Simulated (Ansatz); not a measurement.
## Quick settings and what they miss: ScIr3 (Pm-3m, 4 atoms in the cell)

Self-consistent single point.

```
CELL_PARAMETERS angstrom
      3.97362     0.00000     0.00000
      0.00000     3.97362     0.00000
      0.00000     0.00000     3.97362
ATOMIC_POSITIONS crystal
  Sc 0.00000 0.00000 0.00000
  Ir 0.00000 0.50000 0.50000
  Ir 0.50000 0.00000 0.50000
  Ir 0.50000 0.50000 0.00000
```

Level of theory: LDA (PW92), harder PAW files (source: ansatz) made with PBE (plane waves; Ansatz, a first-principles code).

Base settings: basis.ecutwfc = 620 eV; kpoints.mp_grid.grid = 11 11 11; hamiltonian.xc = lda; hamiltonian.pseudopotentials = {kind: paw, source: ansatz}; scf.occupations.method = fermi_dirac; scf.occupations.width = 0.1 eV.

Tight run (finer mesh or higher cutoff; not a proven limit): basis.ecutwfc: 620 eV → 870 eV; kpoints.mp_grid.grid: 11 11 11 → 15 15 15; scf.convergence.dr2_threshold: default (1e-07 eV) → 1e-09 eV. It gave Fermi level (on the code's own zero) 23.14 eV; pressure -18.62 GPa.

Quick runs, as changes from the base:
- A: the base itself
- B: basis.ecutwfc: 620 eV → 370 eV; kpoints.mp_grid.grid: 11 11 11 → 3 3 3; hamiltonian.xc: lda → pbesol; kpoints.mp_grid.shift: default → 0.5 0.5 0.5; scf.convergence.dr2_threshold: default (1e-07 eV) → 0.001 eV [PBEsol]
- C: basis.ecutwfc: 620 eV → 495 eV; kpoints.mp_grid.grid: 11 11 11 → 2 2 2; kpoints.mp_grid.shift: default → 0.5 0.5 0.5
- D: basis.ecutwfc: 620 eV → 310 eV; kpoints.mp_grid.grid: 11 11 11 → 2 2 2; hamiltonian.xc: lda → pbesol; kpoints.mp_grid.shift: default → 0.5 0.5 0.5 [PBEsol]
- E: basis.ecutwfc: 620 eV → 435 eV; kpoints.mp_grid.grid: 11 11 11 → 4 4 4; scf.occupations.width: 0.1 eV → 0.272 eV; kpoints.mp_grid.shift: default → 0.5 0.5 0.5
- F: basis.ecutwfc: 620 eV → 370 eV; kpoints.mp_grid.grid: 11 11 11 → 1 1 1; scf.occupations.method: fermi_dirac → cold; scf.occupations.width: 0.1 eV → 0.272 eV; kpoints.mp_grid.shift: default → 0.5 0.5 0.5

Energies are extrapolated to zero smearing width, which holds to low order in the width alone.

Dashes: energy of B, D, another energy zero.

† marks runs with another functional, U, potentials or spin treatment: their distance from the tight run is not a convergence error alone.

The count of work is k-points × plane waves × bands × iterations; it is no time. 

Pressures in the table are Ansatz's without its Pulay estimate, at a fixed set of plane waves; the tight run's value above holds the estimate.

The starting cell comes from a database of computed structures (which also holds hypothetical and non-ambient phases and stackings), without a prior relaxation at this level. Its lattice was rescaled by a random factor within 2.5 % of one. Spin polarisation is off. In the base run, with a pressure of about -19 GPa the cell is away from its equilibrium volume at this level.

```tsv
run	energy less tight (meV/atom)	pressure less tight (GPa)	count of work / tight
A	0.5	0.00	0.25
B†	–	-209.13	0.0058
C	-130.7	-4.78	0.0028
D†	–	-1321.72	0.0014
E	311.7	-29.10	0.011
F	5099.5	-132.85	0.0029
```

Among the runs at the tight run's level, the energy misses run from 0.5 to 5099.5 meV/atom.

Keys are those of Ansatz 0.2.
